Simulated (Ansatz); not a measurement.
System: cubic perovskite KMgF3. Method: RPBE (Ansatz, an electronic-structure program, plane waves, PAW).

Settings: plane-wave cutoff 520 eV, 8×8×8 k mesh, Fermi–Dirac smearing 0.01 eV, scalar-relativistic PAW data made under PBE.

The volume scan:

```tsv
V (Å³/atom)	E − E_lowest (meV/atom)	P (GPa)
13.319	10.06	4.00
13.602	4.31	2.52
13.886	1.04	1.19
14.169	0.00	0.00
14.453	0.96	-1.07
14.736	3.73	-2.04
15.019	8.11	-2.91
```

Fit the third-order Birch–Murnaghan equation and give B0 and B′.

V0 = 14.170 Å³/atom, B0 = 56.6 GPa, B′ = 4.3 (fit to the energies at full precision).

Measured, for comparison: bulk modulus 75.1 GPa (room temperature, no zero-point or thermal correction, our sources range from 71.2 to 75.1; as tabulated in Vaitheeswaran et al. (2007), arXiv:cond-mat/0703621); equilibrium volume per atom 12.70 Å³/atom (room temperature, no zero-point or thermal correction; as tabulated in Vaitheeswaran et al. (2007), arXiv:cond-mat/0703621). Computed (rounded) less measured: bulk modulus -25 % (-21 % to -25 % over the range), equilibrium volume per atom +11.6 %.

Note: the cell is over a tenth larger than the published one: the level's own overestimate first of all, though another phase or state, or a fault of the published cell, is possible.

Cost on a shared machine: about 30 core-seconds (a rough figure).
